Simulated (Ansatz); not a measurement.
Defect migration in bixbyite In2O3 with all lengths changed by -1 %: interstitial Cu, charge state +1. Level of theory: PBE, PAW (plane waves to 420 eV; Ansatz, a program for electronic structure).

80-site cell at the strained lattice (strain from the relaxed PBE one, atoms relaxed), one k-point at (0.250, 0.250, 0.250), smearing 0.01 eV, spin-restricted, no finite-size correction. Energies are static. The charge state is imposed; whether it is stable for some Fermi level was not computed. Sites that were not tried may lie lower.

Barriers: single points on a 2×2×2 k-point mesh shifted by half a step at the bands' geometries.

Relaxed starting cell (atoms counted from 1):

```
CELL_PARAMETERS angstrom
     10.18678     0.00000     0.00000
      0.00000    10.18678     0.00000
      0.00000     0.00000    10.18678
ATOMIC_POSITIONS crystal
  In 0.74902 0.24966 0.24968
  In 0.24974 0.25162 0.24786
  In 0.25136 0.74991 0.25167
  In 0.25055 0.24877 0.75022
  In 0.99968 0.24837 0.46361
  In 0.03405 0.49826 0.25032
  In 0.46870 0.49668 0.75240
  In 0.24985 0.03611 0.49750
  In 0.74745 0.46394 0.49806
  In 0.99416 0.75290 0.05090
  In 0.03152 0.00413 0.74827
  In 0.24827 0.47087 0.99656
  In 0.46612 0.00145 0.25041
  In 0.74923 0.03412 0.00123
  In 0.49829 0.25104 0.03428
  In 0.50388 0.75048 0.46095
  O  0.34891 0.62344 0.88568
  O  0.10941 0.34734 0.11648
  O  0.89018 0.15470 0.11854
  O  0.60790 0.15518 0.88327
  O  0.38853 0.34663 0.88238
  O  0.11810 0.11069 0.34424
  O  0.88152 0.38958 0.34511
  O  0.34566 0.38087 0.61003
  O  0.10912 0.15490 0.61720
  O  0.38003 0.39298 0.15216
  O  0.60790 0.34471 0.38096
  O  0.88398 0.33589 0.61392
  O  0.38966 0.15583 0.38063
  O  0.61708 0.11017 0.15439
  O  0.38274 0.60918 0.34359
  O  0.61876 0.89219 0.34563
  O  0.15440 0.38050 0.38977
  O  0.15751 0.88160 0.60973
  O  0.11812 0.89170 0.16178
  O  0.87967 0.60772 0.15813
  O  0.34472 0.11933 0.11010
  O  0.34654 0.88173 0.39227
  O  0.15469 0.11765 0.89039
  O  0.15400 0.61989 0.11043
  In 0.28910 0.76817 0.73083
  In 0.74855 0.74850 0.74987
  In 0.74612 0.24709 0.75096
  In 0.74805 0.74960 0.25237
  In 0.50260 0.75084 0.97034
  In 0.53720 0.00334 0.75043
  In 0.96439 0.00184 0.25268
  In 0.75021 0.53269 0.00120
  In 0.24703 0.96803 0.00503
  In 0.49899 0.24929 0.53293
  In 0.53307 0.49865 0.24858
  In 0.75006 0.96569 0.50087
  In 0.95785 0.48143 0.74318
  In 0.25331 0.52963 0.49635
  In 0.99871 0.74705 0.53100
  In 0.00018 0.24864 0.96757
  O  0.84393 0.11733 0.39059
  O  0.60718 0.84451 0.61958
  O  0.39960 0.64784 0.61075
  O  0.11142 0.65281 0.38282
  O  0.89014 0.84404 0.38281
  O  0.61998 0.60863 0.84712
  O  0.38518 0.90013 0.85197
  O  0.84087 0.88397 0.11547
  O  0.61005 0.65421 0.11964
  O  0.88304 0.88797 0.65416
  O  0.09424 0.85659 0.89426
  O  0.38960 0.84647 0.11904
  O  0.89260 0.65723 0.88431
  O  0.11353 0.59714 0.64907
  O  0.87991 0.10972 0.84582
  O  0.11616 0.38800 0.84407
  O  0.65548 0.88161 0.89093
  O  0.65412 0.38145 0.10921
  O  0.61772 0.38885 0.65460
  O  0.38159 0.10805 0.65409
  O  0.84374 0.61360 0.61117
  O  0.84269 0.37990 0.89066
  O  0.65494 0.61700 0.38998
  O  0.65385 0.11729 0.60849
  Cu 0.07444 0.70031 0.79905
```
Cell charge +1.

End state 1 differs by these moves (Å; atoms that move under 0.08 Å are left out):

```tsv
atom	element	Δx	Δy	Δz
10	In	0.11	-0.06	0.00
11	In	0.10	0.15	-0.05
16	In	-0.09	-0.01	0.00
17	O	-0.06	-0.05	0.05
25	O	0.06	0.09	-0.03
28	O	0.06	0.09	0.03
41	In	-0.40	-0.17	0.19
42	In	-0.40	-0.17	-0.19
52	In	-0.05	0.05	-0.05
53	In	0.10	0.15	0.05
54	In	-0.05	0.05	0.05
58	O	-0.08	0.08	-0.09
59	O	-0.08	0.08	0.09
62	O	-0.06	-0.09	0.05
63	O	-0.06	-0.09	-0.05
66	O	0.02	0.15	-0.05
67	O	0.12	-0.14	-0.10
69	O	0.12	-0.14	0.10
70	O	0.02	0.15	0.05
73	O	-0.06	-0.05	-0.05
81	Cu	-1.53	1.01	0.00
```

Question: Give the forward and backward barriers to end state 1 at the level PBE, PAW.

Answer: forward 0.38 eV, backward 0.38 eV; at the saddle point atom 81 has neighbours 2 O at 1.94, 2 O at 2.24 Å. The saddle point's order was not checked, and it lies on a symmetry element of the cell, where a band can be held.
